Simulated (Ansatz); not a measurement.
Start from HfS2 in the CdI2 type structure (space group P-3m1, No. 164; a = 3.547 Å, c = 5.577 Å; layered, stacked along the Cartesian z axis). Axes: x lies along a and z along c of the hexagonal cell.

The values are results of Ansatz (a first-principles code), PBEsol-D3(BJ), PAW, cutoff 420 eV, without spin-orbit coupling, not measurements.

Base values:

```
Quantity                              Result
---------------------  ---------------------
Pressure                            0.01 GPa
Valence-band top at Γ  0.00, -0.29, -0.29 eV
Volume per atom                     20.26 Å³
```

One thing is altered: tensile biaxial strain of 0.50 % in the plane normal to [001], as in epitaxy on a mismatched substrate; the out-of-plane cell vector and the atoms relax.

Question: Estimate the effect on the pressure, valence-band top at Γ and volume per atom.

Answer: The pressure (mean of the normal stresses, compression positive) decreases by 0.59 GPa (0.01 GPa → -0.58 GPa); the valence-band top at Γ (three highest levels, from the VBM) changes from 0.00, -0.29, -0.29 eV to 0.00, -0.33, -0.33 eV; the volume per atom increases by 0.17 Å³ to 20.43 Å³.

With Hf present, leaving out spin-orbit coupling can change the band edges. The levels and masses belong to the bands next to the band gap. No phonon test of stability was made.
